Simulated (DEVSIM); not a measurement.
System: Au/AlN/p-GaSb capacitor, at 300 K.

```csv
layer (left to right),material,thickness (nm),Na (cm⁻³)
1,AlN,26.0,-
2,GaSb,17000,1.3e15
```

Metal gate on the left, work function 5.1 eV. Fixed charge at the semiconductor interface 0 cm⁻² (in units of +e); interface traps 1.3e11 cm⁻² eV⁻¹, uniform in energy, neutral level at 0.3 of the gap above the valence band.

This is a model device: material constants are rounded textbook-type values typed into the input, and sizes, dopings and lifetimes were drawn at random. Values at 300 K.

```csv
parameter,AlN,GaSb
gap (eV),6.1,0.726
affinity (eV),1.9,4.06
permittivity,8.5,15.7
Nc (cm⁻³),-,2.1e17
Nv (cm⁻³),-,1.8e19
```

DEVSIM, 1D Poisson equation in equilibrium, Boltzmann statistics, complete ionisation; no quantum confinement or tunnelling. Metal contacts follow the ideal Schottky-Mott rule: no Fermi-level pinning, no interface dipoles.

Base results: flat-band voltage (V) 0.56; minimum of the low-frequency capacitance (μF/cm²) 0.0399; threshold voltage (band bending 2φF) (V) 0.98.

What follows from this one change: fixed charge 0 → 4.5e+11 cm^-2?

flat-band voltage 0.56 → 0.31 V; minimum of the low-frequency capacitance little changed (0.0399 μF/cm²); threshold voltage (band bending 2φF) 0.98 → 0.74 V.

What follows from this one change: substrate doping 1.3e+15 → 6.5e+14 cm^-3?

flat-band voltage 0.56 → 0.58 V; minimum of the low-frequency capacitance 0.0399 → 0.0355 μF/cm²; threshold voltage (band bending 2φF) 0.98 → 0.95 V.

What follows from this one change: interface trap density 1.3e+11 → 2e+12 cm^-2 eV^-1?

flat-band voltage 0.56 → 0.59 V; minimum of the low-frequency capacitance 0.0399 → 0.158 μF/cm²; threshold voltage (band bending 2φF) 0.98 → 1.37 V.
